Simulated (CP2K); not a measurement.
Band structure of BaTe (Fm-3m, 2 atoms in the cell).

```xyz
2
Lattice="4.9025 0.0000 0.0000 2.4512 4.2457 0.0000 2.4512 1.4152 4.0029" Properties=species:S:1:pos:R:3 pbc="T T T"
Ba     0.0000     0.0000     0.0000
Te     4.9025     2.8304     2.0014
```

Level of theory: PBE, GPW, DZVP-MOLOPT-SR-GTH basis, GTH-PBE potentials (GTH_POTENTIALS) run with CP2K.

Settings: CUTOFF = 500 Ry; REL_CUTOFF = 40 Ry; SMEAR/METHOD = FERMI_DIRAC; ELECTRONIC_TEMPERATURE = 580.23 K; KPOINTS/SCHEME = MONKHORST-PACK 6 6 6; GAMMA_CENTERED = T; XC_FUNCTIONAL = PBE; Ba/BASIS_SET = DZVP-MOLOPT-SR-GTH-q10; Ba/POTENTIAL = GTH-PBE-q10; Te/BASIS_SET = DZVP-MOLOPT-SR-GTH-q6; Te/POTENTIAL = GTH-PBE-q6; METHOD = GPW; EPS_DEFAULT = 1e-11; EXTRAPOLATION = USE_GUESS.

The starting cell comes from a database of computed structures (which also holds hypothetical and non-ambient phases and stackings), without a prior relaxation at this level. Its lattice was rescaled by a random factor within 2.5 % of one. Spin-orbit coupling is off. Values carry the incompleteness of an atom-centred basis.

Question: Predict the gap along the standard path and the places of the band edges.

Answer: The gap along the path is 2.03 eV, from Γ to X; the smallest direct gap on it is 2.43 eV.

Levels in eV from the top of the valence band on the SCF mesh, bands 5 to 9:
```csv
point,5,6,7,8,9
Γ,-9.57,0.00,0.00,0.00,3.03
X,-9.33,-1.21,-0.41,-0.41,2.03
W,-9.11,-1.37,-1.02,-1.02,3.99
K,-9.12,-1.35,-1.14,-0.85,3.04
L,-8.74,-2.36,-1.24,-1.24,4.51
U,-9.12,-1.35,-1.14,-0.85,3.04
```

Higher empty bands are left out: an atom-centred basis made for the valence describes them poorly.
